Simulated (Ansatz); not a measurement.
**A computed series for GaAs: pressure series**

Take GaAs in the zinc blende structure (space group F-43m, No. 216; a = 5.6656 Å) as the base.

Cell and atoms are relaxed at each pressure.

Computed with r2SCAN (Ansatz, a first-principles code), scalar-relativistic without spin-orbit coupling, earlier PAW set.

### Question
Only one of these has a direct gap. Which?
A. pressure 9 GPa
B. pressure 30 GPa
C. pressure 4.2 GPa
D. pressure 60 GPa

### Answer
C, pressure 4.2 GPa. Computed: pressure 9 GPa: indirect, Γ → Γ–X (87 % along); pressure 30 GPa: indirect, Γ → X; pressure 4.2 GPa: direct at Γ; pressure 60 GPa: indirect, Γ → X

Load acts through the strain it causes; cell and atoms are relaxed under it. No phonon test of stability was made. Measured, GaAs leaves this structure (for a Cmcm phase) near 15 GPa (room temperature; as listed in arXiv:1906.07825).
